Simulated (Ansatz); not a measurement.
# TaN (model structure, started from the NbAs type, I4₁md, No. 109, 4 atoms in the cell): properties by level of theory

| level (code) | equilibrium lattice constant a (Å) | lattice parameter c (Å) | cohesive energy (eV/atom) |
|---|---|---|---|
| LDA (Ansatz) | ? | ? | ? |
| PBEsol (Ansatz) | 2.888 | 10.196 | 8.50 |
| PBE-D3(BJ) (Ansatz) | 2.896 | 10.210 | 8.27 |
| r²SCAN (Ansatz) | ? | ? | ? |

Question: Some entries are withheld; supply them.

Answer: 
- LDA (Ansatz, a quantum-chemistry and plane-wave program), equilibrium lattice constant a (Å): 2.870
- LDA (Ansatz), lattice parameter c (Å): 10.136
- LDA (Ansatz), cohesive energy (eV/atom): 9.22
- r²SCAN (Ansatz), equilibrium lattice constant a (Å): 2.901
- r²SCAN (Ansatz), lattice parameter c (Å): 10.239
- r²SCAN (Ansatz), cohesive energy (eV/atom): 7.67

Ansatz's density-functional and Hartree–Fock values are scalar-relativistic unless marked +SOC, with PAW data made under PBE.

Free atoms are spin-polarised, in the lowest state found; at levels without +SOC their spin–orbit coupling is left out.

Computed values are for the static lattice.

A model structure was made by putting elements into a prototype or built by hand; it is no filed structure, need not be a known phase, and can be a saddle point held by its symmetry.
